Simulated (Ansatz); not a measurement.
## Pd: pressure 75 GPa

Consider Pd in the fcc (Cu type) structure (space group Fm-3m, No. 225; a = 3.8757 Å).

Perturbation: a hydrostatic pressure of 75 GPa.

Method: Ansatz (a program for electronic structure) PBEsol, no spin-orbit coupling. Settings: 21×21×21 k-points, 0.05 eV Fermi–Dirac smearing.

| quantity | base | changed | shift |
|---|---|---|---|
| volume per atom | 14.55 Å³ | 11.80 Å³ | -2.755 Å³ |
| density | 12.14 g/cm³ | 14.98 g/cm³ | +2.835 g/cm³ |
| lattice parameter a | 3.876 Å | 3.614 Å | -0.262 Å |
| shortest interatomic distance | 2.741 Å | 2.555 Å | -0.1852 Å |
| band gap | zero | zero | – |

Final structure:

```
Pd
1.0
    0.00000     1.80695     1.80695
    1.80695     0.00000     1.80695
    1.80695     1.80695     0.00000
Pd
1
Direct
  0.00000   0.00000   0.00000
```

Load acts through the strain it causes; cell and atoms are relaxed under it. Stability against distortions was not tested. Competing high-pressure phases were not computed. All final runs are without spin polarisation.
